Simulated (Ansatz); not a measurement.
The parent structure is Hf in the hcp (Mg type) structure (space group P6_3/mmc, No. 194).

```
Hf
1.0
    3.15907     0.00000     0.00000
   -1.57954     2.73584     0.00000
    0.00000     0.00000     4.99993
Hf
2
Direct
  0.33333   0.66667   0.75000
  0.66667   0.33333   0.25000
```

Calculations: DFT with PBEsol, PAW potentials and a 420 eV plane-wave cutoff in Ansatz (an electronic-structure program), no spin-orbit coupling.

Before the change:

```
Quantity    Value
--------  -------
Pressure  0.0 GPa
Band gap     zero
```

It is then changed as follows: the cell is scaled by 1.0525 in all directions, atoms relaxed at fixed cell.

Problem. What happens to the energy relative to the base, pressure and band gap?

Solution. The energy rises by 168 meV/atom; the pressure (mean of the normal stresses, compression positive) goes from zero to -13.4 GPa; the band gap stays zero.

The cells carry an imposed strain or load. Whether these cells are dynamically stable was not tested. The final runs are not spin-polarised.
